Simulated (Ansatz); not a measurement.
**A constructed model of the (110) surface of bcc Mo, p(2x2) layer of Bi, one a cell, on the site that continues the host's stacking (bottom of the slab: a bare face, its two planes held)**

Calculation: PBE (plane waves to 420 eV, PAW; Ansatz, an electronic-structure program).

Model: 25-atom slab, 13.9 Å thick at the start with caps and adatoms (thin: gaps and levels are the slab's own), 7x7x1 mesh, Fermi-Dirac 0.1 eV, dipole correction, 8 atoms held, the rest relaxed; start symmetry kept, larger cells not searched; no spin, no spin-orbit, no U. It is one candidate, not shown to be the stable structure of the face.

- work function of the top face = 4.37 eV
- energy released by relaxation = 0.80 eV
- cost = roughly 19 core-minutes
